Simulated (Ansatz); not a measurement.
## Converging the plane-wave cutoff: CaAg2Ge2 (I4mm, 5 atoms in the cell)

```
Ca(AgGe)2
1.0
   -2.14959     2.14959     5.42914
    2.14959    -2.14959     5.42914
    2.14959     2.14959    -5.42914
Ca Ag Ge
1 2 2
Direct
  0.00460   0.00460   0.00000
  0.25000   0.75000   0.50000
  0.75000   0.25000   0.50000
  0.39031   0.39031   0.00000
  0.60969   0.60969   0.00000
```

Computed with LDA (PW92), default PAW files made with PBE (plane waves; Ansatz, an electronic-structure program).

Base settings: basis.ecutwfc = 420 eV; kpoints.mp_grid.grid = 5 5 5; hamiltonian.xc = lda; hamiltonian.pseudopotentials = {kind: paw} (the program's default PAW files); scf.occupations.method = gaussian; scf.occupations.width = 0.1 eV.

The second cell is the first with its lattice scaled by 0.98.

The mesh stays at the base's, so the ladder's end is converged at best in this setting alone.

The first pressure column holds Ansatz's estimate of the finite-basis (Pulay) stress, which hides part of the cutoff error; the other is without it.

Only quantities that move along the ladder and can be compared are tabulated.

The count of work is k-points × plane waves × bands × iterations; it is no time. 

The starting cell comes from a database of computed structures (which also holds hypothetical and non-ambient phases and stackings), without a prior relaxation at this level. Its lattice was rescaled by up to half a per cent. One atom was moved a little off its site on purpose. In the base run, with a pressure of about -4 GPa the cell is away from its equilibrium volume at this level.

| basis.ecutwfc | free energy less the last step's (meV/atom) | energy of the compressed cell less the first (meV/atom) | pressure (GPa) | pressure without the Pulay estimate (GPa) | largest difference of a force vector from the last step's (eV/Å) | count of work / last |
|---|---|---|---|---|---|---|
| 145 eV | 54088.67 | 8.16 | -2.77 | -1413.83 | 7.120 | 0.071 |
| 170 eV | 23078.44 | -283.69 | -7.53 | -731.16 | 1.141 | 0.093 |
| 190 eV | 11384.61 | -66.33 | -6.95 | -419.29 | 0.498 | 0.090 |
| 210 eV | 5401.21 | 48.53 | -4.37 | -232.11 | 0.311 | 0.11 |
| 230 eV | 2499.97 | -0.41 | -4.13 | -125.73 | 0.187 | 0.14 |
| 250 eV | 1119.17 | -19.67 | -4.15 | -66.47 | 0.048 | 0.16 |
| 295 eV | 141.58 | -11.06 | -3.68 | -14.91 | 0.068 | 0.16 |
| 335 eV | 16.05 | -12.85 | -3.99 | -5.62 | 0.008 | 0.19 |
| 380 eV | 2.01 | -12.95 | -4.01 | -4.10 | 0.000 | 0.23 |
| 420 eV | 1.34 | -12.98 | -4.01 | -4.03 | 0.000 | 0.27 |
| 460 eV | 0.92 | -12.99 | -4.01 | -4.04 | 0.000 | 0.31 |
| 505 eV | 0.61 | -13.00 | -4.01 | -4.02 | 0.000 | 0.35 |
| 565 eV | 0.46 | -12.99 | -4.01 | -4.02 | 0.000 | 0.42 |
| 630 eV | 0.33 | -13.00 | -4.01 | -4.02 | 0.000 | 0.49 |
| 735 eV | 0.14 | -13.00 | -4.01 | -4.02 | 0.000 | 0.63 |
| 840 eV | 0.05 | -13.00 | -4.01 | -4.02 | 0.000 | 0.76 |
| 1010 eV | 0.00 | -13.01 | -4.01 | -4.02 | 0.000 | 1.0 |

Coarsest basis.ecutwfc that holds the pressure within 1 GPa of the last step, with all finer ones: 210 eV, at 0.11 of the last step's count of work; the step before is off by 2.9 GPa.

Coarsest basis.ecutwfc that holds the forces within 0.02 eV/Å of the last step, with all finer ones: 335 eV, at 0.19 of the last step's count of work; the step before is off by 0.068 eV/Å.

Coarsest basis.ecutwfc that holds the energy of the compressed cell less the first within 0.2 meV/atom of the last step, with all finer ones: 335 eV, at 0.19 of the last step's count of work; the step before is off by 1.9 meV/atom.

The energy difference between the two cells stays within 1 meV/atom of the last step's from 335 eV on, the total only from 460 eV on: much of the error is common to both cells and cancels.

At the lowest cutoff the pressure without the Pulay estimate lies 1410 GPa under the last step's, the usual sign of Pulay stress in an incomplete plane-wave basis.

Keys are those of Ansatz 0.2.
